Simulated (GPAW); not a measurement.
## A self-consistent single point of BaLa₂S₄ (I-42d, 14 atoms in the cell) with GPAW

Method of the run: LDA (Perdew-Wang 92), LCAO dzp, GPAW PAW datasets LDA (gpaw-data 1.0.1) (GPAW).

Input as run:

```python
from ase import Atoms
from gpaw import GPAW

atoms = Atoms(['Ba', 'Ba', 'La', 'La', 'La', 'La', 'S', 'S', 'S', 'S', 'S', 'S', 'S', 'S'],
              cell=[[-4.568014, 4.568014, 4.537812],
                    [4.568014, -4.568014, 4.537812],
                    [4.568014, 4.568014, -4.537812]],
              scaled_positions=[[0.250000, 0.750000, 0.500000],
                                [0.500000, 0.500000, 0.000000],
                                [0.375000, 0.249950, 0.374950],
                                [0.750050, 0.125000, 0.125050],
                                [0.875000, 0.000050, 0.625050],
                                [0.999950, 0.625000, 0.874950],
                                [0.640520, 0.233340, 0.745960],
                                [0.766660, 0.512620, 0.407180],
                                [0.487380, 0.894560, 0.254040],
                                [0.105440, 0.359480, 0.592820],
                                [0.109480, 0.355440, 0.092820],
                                [0.983340, 0.890520, 0.245960],
                                [0.262620, 0.016660, 0.907180],
                                [0.644560, 0.737380, 0.754040]],
              pbc=True)

calc = GPAW(mode='lcao',
            h=0.18,
            basis='dzp',
            xc='LDA',
            kpts={'size': (2, 2, 2), 'gamma': True},
            occupations={'name': 'fermi-dirac', 'width': 0.0},
            convergence={'forces': 0.001},
            symmetry={'symmorphic': False, 'tolerance': 0.0005},
            maxiter=100)

atoms.calc = calc

energy = atoms.get_potential_energy()
print('Energy (eV):', round(energy, 6))
forces = atoms.get_forces()
print('Forces (eV/Ang):')
print(forces.round(5))
```

Log, with long lists cut:

```
Input parameters:
  basis: dzp
  convergence: {forces: 0.001}
  h: 0.18
  kpts: {gamma: True,
         size: (2, 2, 2)}
  maxiter: 100
  mode: lcao
  occupations: {name: fermi-dirac,
                width: 0.0}
  symmetry: {symmorphic: False,
             tolerance: 0.0005}

species:
  Ba:
    name: Barium
    Z: 56.0
    valence: 10
    core: 46
    charge: 0.0
    file: Ba.LDA.gz

    # LCAO basis set for Ba:
    #   Name: dzp
    #   File: Ba.dzp.basis.gz
    #   Number of radial functions: 11
    #   Number of spherical harmonics: 29
    #     l=0, rc=4.8906 Bohr: 5s-sz confined orbital
    #     l=0, rc=12.3125 Bohr: 6s-sz confined orbital
    #     l=1, rc=5.8125 Bohr: 5p-sz confined orbital
    #     l=1, rc=15.7188 Bohr: 6p-sz confined orbital
    #     l=2, rc=10.7812 Bohr: 5d-sz confined orbital
    #     l=0, rc=2.6875 Bohr: 5s-dz split-valence wave
    #     l=0, rc=7.6562 Bohr: 6s-dz split-valence wave
    #     l=1, rc=3.3281 Bohr: 5p-dz split-valence wave
    #     l=1, rc=9.9688 Bohr: 6p-dz split-valence wave
    #     l=2, rc=6.4375 Bohr: 5d-dz split-valence wave
    #     l=1, rc=12.3125 Bohr: p-type Gaussian polarization
    #   Number of RI-basis functions 0

  La:
    name: Lanthanum
    Z: 57.0
    valence: 11
    core: 46
    charge: 0.0
    file: La.LDA.gz

    # LCAO basis set for La:
    #   Name: dzp
    #   File: La.dzp.basis.gz
    #   Number of radial functions: 10
    #   Number of spherical harmonics: 36
    #     l=0, rc=3.8927 Bohr: bound state
    #     l=0, rc=11.9748 Bohr: bound state
    #     l=1, rc=4.9176 Bohr: bound state
    #     l=1, rc=12.9399 Bohr: bound state
    #     l=2, rc=10.4143 Bohr: bound state
    #     l=3, rc=4.6643 Bohr: bound state
    #     l=0, rc=5.5784 Bohr: split valence
    #     l=1, rc=2.2692 Bohr: split valence
    #     l=2, rc=4.1088 Bohr: split valence
    #     l=3, rc=10.4143 Bohr: polarization
    #   Number of RI-basis functions 0

  S:
    name: Sulfur
    Z: 16.0
    valence: 6
    core: 10
    charge: 0.0
    file: S.LDA.gz

    # LCAO basis set for S:
    #   Name: dzp
    #   File: S.dzp.basis.gz
    #   Number of radial functions: 5
    #   Number of spherical harmonics: 13
    #     l=0, rc=5.5156 Bohr: 3s-sz confined orbital
    #     l=1, rc=6.9375 Bohr: 3p-sz confined orbital
    #     l=0, rc=3.0469 Bohr: 3s-dz split-valence wave
    #     l=1, rc=3.9375 Bohr: 3p-dz split-valence wave
    #     l=2, rc=6.9375 Bohr: d-type Gaussian polarization
    #   Number of RI-basis functions 0

Reference energy: -1452566.710296  # eV

Spin-paired calculation

Convergence criteria:
 Maximum [total energy] change in last 3 cyles: 0.0005 eV / valence electron
 Maximum integral of absolute [dens]ity change: 0.0001 electrons / valence electron
 Maximum integral of absolute [eigenst]ate change: 4e-08 eV^2 / valence electron
 Maximum change in the atomic [forces] across last 2 cycles: 0.001 eV/Ang OR
Maximum error relative to the maximum force is below inf
 Maximum number of scf [iter]ations: 100

Symmetries present (total): 8
Symmetries with fractional translations: 4
8 k-points: 2 x 2 x 2 Monkhorst-Pack grid + [1/4,1/4,1/4]
4 k-points in the irreducible part of the Brillouin zone
       k-points in crystal coordinates                weights
   0:     0.00000000    0.00000000    0.00000000          1/8
   1:     0.50000000    0.00000000    0.50000000          4/8
   2:     0.50000000    0.50000000    0.00000000          2/8
   3:     0.50000000    0.50000000    0.50000000          1/8

Wave functions: LCAO
  Diagonalizer: Serial LAPACK
  Atomic Correction: dense with blas
  Data-type: complex

Occupation numbers: # Zero width

Eigensolver
   LCAO using direct dense diagonalizer

Densities:
  Coarse grid: 36*36*36 grid
  Fine grid: 72*72*72 grid
  Total Charge: 0.000000

Density mixing:
  Method: separate
  Backend: pulay
  Linear mixing parameter: 0.05
  old densities: 5
  Damping of long wavelength oscillations: 50

Hamiltonian:
  XC and Coulomb potentials evaluated on a 72*72*72 grid
  Interpolation: tri-quintic (5. degree polynomial)
  Poisson solver: FastPoissonSolver using
    Stencil: 10*3+1=31 point O(h^6) finite-difference Laplacian
    FFT axes: [np.int64(0), np.int64(1), np.int64(2)]
    FST axes: []

Number of atoms: 14
Number of atomic orbitals: 306
Number of bands in calculation: 72
Number of valence electrons: 112
Bands to converge: occupied

Density initialized from atomic densities

                S

                      La
          La     S
             BaLa   S    S

                    S
                  La     Ba
                 S
                        S
                        S

Atomic positions and initial magnetic moments

Positions:
   0 Ba     4.568014    0.000000    2.268906    ( 0.0000,  0.0000,  0.0000)
   1 Ba     0.000000    0.000000    4.537812    ( 0.0000,  0.0000,  0.0000)
   2 La     1.141547    2.284007    1.134453    ( 0.0000,  0.0000,  0.0000)
   3 La    -2.284007    3.426467    3.403359    ( 0.0000,  0.0000,  0.0000)
   4 La    -1.141547    6.852021    1.134453    ( 0.0000,  0.0000,  0.0000)
   5 La     2.284007    5.709561    3.403359    ( 0.0000,  0.0000,  0.0000)
   6 S      1.547552    5.267560    0.580386    ( 0.0000,  0.0000,  0.0000)
   7 S      0.699546    3.020462    3.957426    ( 0.0000,  0.0000,  0.0000)
   8 S      3.020462   -0.699546    5.118198    ( 0.0000,  0.0000,  0.0000)
   9 S      3.868468    1.547552   -0.580386    ( 0.0000,  0.0000,  0.0000)
  10 S      1.547552   -0.699546    1.688520    ( 0.0000,  0.0000,  0.0000)
  11 S      0.699546    1.547552    7.387104    ( 0.0000,  0.0000,  0.0000)
  12 S      3.020462    5.267560   -2.849292    ( 0.0000,  0.0000,  0.0000)
  13 S      3.868468    3.020462    2.849292    ( 0.0000,  0.0000,  0.0000)

Unit cell:
           periodic     x           y           z      points  spacing
  1. axis:    yes   -4.568014    4.568014    4.537812    36     0.1789
  2. axis:    yes    4.568014   -4.568014    4.537812    36     0.1789
  3. axis:    yes    4.568014    4.568014   -4.537812    36     0.1794

  Lengths:   7.894634   7.894634   7.894634
  Angles:  109.292547 109.292547 109.829162

Effective grid spacing dv^(1/3) = 0.2010

     iter     time        total  log10-change:
                         energy   eigst   dens  force
iter:   1 --:--:--   -94.858176        c
iter:   2 --:--:--   -93.720092        c -1.08
iter:   3 --:--:--   -90.128041        c -1.12
iter:   4 --:--:--   -90.433574        c -1.41
iter:   5 --:--:--   -89.741965        c -1.36
iter:   6 --:--:--   -89.713895        c -2.04
iter:   7 --:--:--   -89.698760c       c -2.12
iter:   8 --:--:--   -89.699138c       c -2.52
iter:   9 --:--:--   -89.693883c       c -2.66
iter:  10 --:--:--   -89.693859c       c -3.33
iter:  11 --:--:--   -89.693737c       c -3.36
iter:  12 --:--:--   -89.693737c       c -3.73
iter:  13 --:--:--   -89.693735c       c -3.77
iter:  14 --:--:--   -89.693728c       c -3.86
iter:  15 --:--:--   -89.693727c       c -4.00
iter:  16 --:--:--   -89.693722c       c -4.04c
iter:  17 --:--:--   -89.693722c       c -4.47c -3.49c

Converged after 17 iterations.

Dipole moment: (-7.772071, 8.189890, -5.044416) |e|*Ang

Energy contributions relative to reference atoms: (reference = -1452566.710296)

Kinetic:        +54.367366
Potential:      -54.847551
External:        +0.000000
XC:             -90.003324
Entropy (-ST):   +0.000000
Local:           +0.789786
SIC:             +0.000000
--------------------------
Free energy:    -89.693722
Extrapolated:   -89.693722

Showing only first 2 kpts
 Kpt  Band  Eigenvalues  Occupancy
  0    54      6.43447    2.00000
  0    55      6.43509    2.00000
  0    56      8.46290    0.00000
  0    57      8.58310    0.00000

  1    54      6.10370    2.00000
  1    55      6.32276    2.00000
  1    56      8.74571    0.00000
  1    57      8.79094    0.00000

Fermi level: 7.46232

Gap: 2.001 eV
Transition (v -> c):
  (s=0, k=3, n=55, [0.50, 0.50, 0.50]) -> (s=0, k=0, n=56, [0.00, 0.00, 0.00])
Direct/indirect transitions are different
Direct gap: 2.028 eV
Transition at: (s=0, k=0, n=55, [0.00, 0.00, 0.00])
Energy (eV): -89.693722

Forces in eV/Ang:
  0 Ba    0.00000    0.00000    0.00000
  1 Ba    0.00000    0.00000    0.00000
  2 La   -0.09046    0.00000    0.00000
  3 La   -0.00000    0.09046   -0.00000
  4 La    0.09046    0.00000    0.00000
  5 La    0.00000   -0.09046   -0.00000
  6 S    -0.01528   -0.02786    0.15386
  7 S    -0.02786    0.01528   -0.15386
  8 S     0.01528    0.02786    0.15386
  9 S     0.02786   -0.01528   -0.15386
 10 S    -0.01528    0.02786   -0.15386
 11 S    -0.02786   -0.01528    0.15386
 12 S     0.01528   -0.02786   -0.15386
 13 S     0.02786    0.01528    0.15386
```

The run converged in 17 iterations.

The starting cell comes from a database of computed structures (which also holds hypothetical and non-ambient phases and stackings), without a prior relaxation at this level. Its lattice was rescaled by a random factor within 2.5 % of one. Values carry the incompleteness of an atom-centred basis.

Cost on one core of a shared machine: roughly 9 min.
